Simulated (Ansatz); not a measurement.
Start from MgS in the rock salt structure (space group Fm-3m, No. 225).

```xyz
2
Lattice="0.0000 2.5646 2.5646 2.5646 0.0000 2.5646 2.5646 2.5646 0.0000" Properties=species:S:1:pos:R:3 pbc="T T T"
Mg     0.0000     0.0000     0.0000
S      2.5646     2.5646     2.5646
```

Cartesian axes are those of the cell as printed.

Computed with LDA in Ansatz (plane waves to 420 eV, PAW, spin-orbit coupling left out).

Now apply this change: tensor shear ε_xy = +0.86 % (engineering shear γ = 0.0172), atoms relaxed at fixed cell.

Question: Predict the stress tensor and what it implies for the stiffness.

Answer: Stress of the strained cell less that of the base (GPa, compression positive):
```
   0.02   -0.98    0.00
  -0.98    0.02    0.00
   0.00    0.00   -0.01
```

Then −Δσ/γ with γ = 2ε = 0.0172 gives relaxed-ion elastic constants: C66 ≈ 57 GPa.

Whether these cells are dynamically stable was not tested.

Ansatz is a quantum-chemistry and plane-wave program.
